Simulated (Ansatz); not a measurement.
System: MoSi₂N₄ (model structure, P6₃/mmc, No. 194, 14 atoms in the cell). Method: PBE+SOC (Ansatz, a quantum-chemistry and plane-wave program, plane waves, PAW).

The input as run:

Ansatz 0.2 input:
```yaml
crystal:
  lattice:
    - [2.8921313784, -0.000000287, 0.0]
    - [-1.4460654407, 2.5046593883, 0.0]
    - [0.0, 0.0, 20.6677391661]
  atoms:
    - { symbol: Mo, position: [0.3333333333, 0.6666666667, 0.25] }
    - { symbol: Mo, position: [0.6666666667, 0.3333333333, 0.75] }
    - { symbol: N, position: [0.6666666667, 0.3333333333, 0.310147407] }
    - { symbol: N, position: [0.3333333333, 0.6666666667, 0.810147407] }
    - { symbol: N, position: [0.3333333333, 0.6666666667, 0.689852593] }
    - { symbol: N, position: [0.6666666667, 0.3333333333, 0.189852593] }
    - { symbol: Si, position: [0.6666666667, 0.3333333333, 0.3942956387] }
    - { symbol: Si, position: [0.3333333333, 0.6666666667, 0.8942956387] }
    - { symbol: Si, position: [0.3333333333, 0.6666666667, 0.6057043613] }
    - { symbol: Si, position: [0.6666666667, 0.3333333333, 0.1057043613] }
    - { symbol: N, position: [0.0, 0.0, 0.4189387204] }
    - { symbol: N, position: [0.0, 0.0, 0.9189387204] }
    - { symbol: N, position: [0.0, 0.0, 0.5810612796] }
    - { symbol: N, position: [0.0, 0.0, 0.0810612796] }
basis:
  ecutwfc: 520
  ecutrho_ratio: 4
  xc_grid: 2
kpoints:
  mp_grid: { grid: [12, 12, 2] }
hamiltonian:
  xc: pbe
  dispersion: none
  pseudopotentials: { kind: paw }
scf:
  occupations: { method: fermi_dirac, width: 0.01 }
  convergence: { dr2_threshold: 0.0000000014 }
output:
  forces: true
  stress: true
  eigenvalues: true
magnetization:
  noncollinear: true
  spin_orbit: true
```

### Question
How many irreducible k-points, plane waves at Γ does the program set up, and what pressure does the run end with?

### Answer
38 irreducible k-points, 4085 plane waves at Γ; P = 4.48 GPa, so the cell is compressed on average and its volume would grow at this level.

Output (set-up and result lines):

```
Crystal: 14 atoms, lattice volume = 149.713 Å³
Basis set: ecut = 520 eV, 4085 PW (Γ), exchange–correlation on 48×48×320 points (8 copies of the dense FFT grid, shifted against one another)
Bands: 112, of which v1, the nominal top of the filled ones, is band 84 counted from 1 (83 counted from 0)
Symmetry: 24 space group operations + 24 with time reversal
k-points: 38 of 288
Initial density: superposition of atomic densities (chi_scale 0.1, normalization cell, long waves kept (reshape's long-wave potential 0.60 eV rms))
Functional: x = pbe(κ = 0.804, μ = 0.2195149727645171), c = pbe(β = 0.06672455060314922)
SCF 1 converged in 11 iterations: F = -15542.435249 eV  dr2 = 6.38e-10
SCF converged after 11 iterations
Free energy (F): -15542.435249 eV
Internal energy: -15542.435249 eV  (E = F + TS)
E sigma→0 (E₀):  -15542.435249 eV
Fermi energy:    12.202638 eV
--- Forces (eV/Å), atoms counted from 1 ---
  atom   1  Mo     0.00000000    -0.00000000    -0.00000000
  atom   2  Mo     0.00000000     0.00000000     0.00000000
  atom   3  N     -0.00000000     0.00000000     0.01309791
  atom   4  N      0.00000000     0.00000000     0.01309791
  atom   5  N      0.00000000     0.00000000    -0.01309791
  atom   6  N      0.00000000    -0.00000000    -0.01309791
  atom   7  Si    -0.00000000    -0.00000000     0.04510943
  atom   8  Si    -0.00000000     0.00000000     0.04510943
  atom   9  Si     0.00000000     0.00000000    -0.04510943
  atom  10  Si    -0.00000000    -0.00000000    -0.04510943
  atom  11  N      0.00000000     0.00000000     0.02619340
  atom  12  N      0.00000000    -0.00000000     0.02619340
  atom  13  N      0.00000000    -0.00000000    -0.02619340
  atom  14  N      0.00000000     0.00000000    -0.02619340
--- Stress (GPa, compression-positive) ---
        4.540051       0.000000      -0.000000
        0.000000       4.540051      -0.000000
       -0.000000      -0.000000       4.347715
  P = ⅓ Tr σ = 4.4759 GPa (44.759 kbar)
```

Note: the relaxation could raise the start's symmetry but not lower it, so the cell can be a saddle point. Note: cell and atoms aren't relaxed at this level (largest force component 0.05 eV/Å, pressure 4.5 GPa). Note: the cell has widely spaced layers and the level no dispersion term, so their spacing and the moduli can rest on weak binding.

A model structure was made by putting elements into a prototype or built by hand; it is no filed structure, need not be a known phase, and can be a saddle point held by its symmetry.
